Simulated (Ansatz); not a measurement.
Results of LDA (PAW; Ansatz, an electronic-structure program) for rock-salt NaH.

Numerical settings: plane-wave cutoff 520 eV, 8×8×8 k mesh, scalar-relativistic PAW data made under PBE.

Computed at the level's own relaxed cell.

Hill averages of the elastic tensor: K = 27.4 GPa, G = 22.9 GPa. Volume 12.894 Å³/atom, mean atomic mass 11.999 u.

### Question
Work out the density, the sound velocities of a polycrystal and the elastic Debye temperature at this level.

### Answer
ρ = 1.66054 × 11.999/12.894 = 1.545 g/cm³. v_l = √[(K + 4G/3)/ρ] = 6.124 km/s and v_t = √(G/ρ) = 3.850 km/s. The mean follows from 3/v_m³ = 1/v_l³ + 2/v_t³: v_m = 4.238 km/s. Θ_D = (ħ/k_B) v_m (6π²/V)^(1/3) = 76.38 K Å s/km × 4.238 × 1.6622 Å⁻¹ = 538 K, counting all atoms of the cell.
